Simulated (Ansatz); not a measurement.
Structures of equal composition on the (111) surface of fcc Al: one row in 3 of the top plane missing; (√3x√3)R30°, one Al site of the top plane empty. The slabs share one bottom face, and each structure is named by its start. These are constructed structures in small cells; real faces may alloy, dewet or reconstruct in larger ones, and not all known structures of the face are among them. Slabs of about 12 Å, Fermi-Dirac smearing of 0.1 eV. Bottom of the slabs: a bare face, its two planes held. Relaxed from the named starts with such symmetry as they have, on meshes of like density; energies extrapolated to zero smearing; spin only where a row says so; no spin-orbit coupling, no U. Brackets mark spin-polarised runs, whose order is one that fits the cell. The cells differ, so small differences also carry the error of unlike k-meshes.

Calculation: PBE (plane waves to 420 eV, PAW; Ansatz, a quantum-chemistry and plane-wave program).

Q: Rank these by energy per 1x1 cell (lowest first), as PBE gives it.

A: (√3x√3)R30°, one Al site of the top plane empty (0.00 eV), one row in 3 of the top plane missing (0.03 eV)
